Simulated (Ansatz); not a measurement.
The parent structure is Si in the diamond structure (space group Fd-3m, No. 227; a = 5.444 Å).

Levels (all Ansatz, a quantum-chemistry and plane-wave program, PAW, earlier PAW set): r2SCAN (500 eV, no spin-orbit coupling); HSE06+SOC (420 eV, spin-orbit coupling included).

Its gap is 0.78 eV with r2SCAN and 1.13 eV with HSE06+SOC.

One thing is altered: cell and atoms relaxed at a pressure of 10 GPa.

With r2SCAN the gap becomes 0.61 eV.

**Question.** If the HSE06+SOC correction stayed the same, what would the HSE06+SOC gap be, and what does the HSE06+SOC run give?

**Answer.** A rigid correction of +0.35 eV gives 0.96 eV. The HSE06+SOC run gives 0.95 eV, so the two effects roughly add.

Single points use the geometry relaxed with r2SCAN. The hybrid gap comes from the SCF mesh plus the semilocal run's edge points and a few special points and is an upper bound. Differences between runs with and without spin-orbit coupling are approximate. Load acts through the strain it causes; cell and atoms are relaxed under it. Whether these cells are dynamically stable was not tested. Tetrahedral semiconductors of this kind turn to denser phases somewhere between about 1 and 50 GPa; those were not computed, so compressed cells here can lie past the real transition.
